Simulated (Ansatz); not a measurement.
Start from Pt in the diamond structure (space group Fd-3m, No. 227; a = 5.6931 Å; a hypothetical phase, not in the database extracts checked; relaxed with 0.1 eV smearing).

Now apply this change: every lattice vector is stretched by 2.31 %; the atoms relax in the strained cell.

Levels (all Ansatz, a quantum-chemistry and plane-wave program, PAW): PBEsol (420 eV, without spin-orbit coupling); PBEsol+SOC (420 eV, spin-orbit coupling included).

The geometry is relaxed with PBEsol.

```
Item                Value
---------------  --------
PBEsol pressure  -7.7 GPa
```

Task: What does PBEsol+SOC give at this geometry for the pressure?

Result: The pressure falls by 0.3 GPa, from -7.7 GPa to -8.0 GPa.

Single points use the geometry relaxed with PBEsol. Differences between runs with and without spin-orbit coupling are approximate. Stability against distortions was not tested. The runs without spin-orbit coupling are not spin-polarised. Pt lies near a magnetic instability that expansion can trigger; it was not tested. Pt has a high density of states at the Fermi level and may be magnetic at this level.
